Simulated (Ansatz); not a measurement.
The reference is WC (space group P-6m2, No. 187; a = 2.884 Å, c = 2.812 Å; relaxed with 0.1 eV smearing). Axes: x lies along a and z along c of the hexagonal cell.

Method: plane-wave PAW DFT at the LDA level (Ansatz, a program for electronic structure, 420 eV), scalar-relativistic without spin-orbit coupling.

It is then changed as follows: the cell is compressed by 3.00 % along x with no lateral relaxation, atoms relaxed at fixed cell.

Question: Predict the stress tensor and what it implies for the stiffness.

Answer: Stress of the strained cell less that of the base (GPa, compression positive):
```
   25.3     0.0     0.0
    0.0     8.1     0.0
    0.0     0.0     6.3
```

Then −Δσ_ii/ε with ε = -0.0300 gives secant stiffness values (nonlinear terms included at this strain): C11 ≈ 842 GPa, C12 ≈ 271 GPa and C13 ≈ 211 GPa.

As a check, the harmonic strain energy −½ V₀ Δσ:ε is 24 meV/atom; the computed energy rise is 23 meV/atom.

No phonon test of stability was made. All final runs are without spin polarisation.
